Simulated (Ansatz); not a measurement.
Take MgH2 in the CdCl2 type structure (space group R-3m, No. 166; a = 3.0012 Å, c = 11.6711 Å (hexagonal axes); a hypothetical phase, not in the database extracts checked) as the base.

(Cell as relaxed with PBE-D3(BJ).)

Levels (all Ansatz, a first-principles code, PAW): PBE-D3(BJ) (420 eV, no spin-orbit coupling); r2SCAN+rVV10 (500 eV, scalar-relativistic without spin-orbit coupling).

Each level relaxes its own structure.

```
quantity             PBE-D3(BJ)  r2SCAN+rVV10
-------------------  ----------  ------------
volume per atom        10.12 Å³    (withheld)
lattice parameter a     3.001 Å    (withheld)
lattice parameter c    11.671 Å    (withheld)
```

Task: Given the PBE-D3(BJ) results, estimate those of r2SCAN+rVV10.

Result: 
- volume per atom, r2SCAN+rVV10: 10.97 Å³
- lattice parameter a, r2SCAN+rVV10: 3.009 Å
- lattice parameter c, r2SCAN+rVV10: 12.594 Å

PBE-D3(BJ)'s volume per atom lies 0.85 Å³ below r2SCAN+rVV10's (7.8 %); PBE-D3(BJ)'s lattice parameter a lies 0.008 Å below r2SCAN+rVV10's (0.2 %); PBE-D3(BJ)'s lattice parameter c lies 0.923 Å below r2SCAN+rVV10's (7.3 %). The two levels end in clearly different cell shapes (a soft spacing or a collapse), which may drive these differences. Neither level is exact; r2SCAN+rVV10 is the comparison here, not a measurement.

Whether these cells are dynamically stable was not tested.
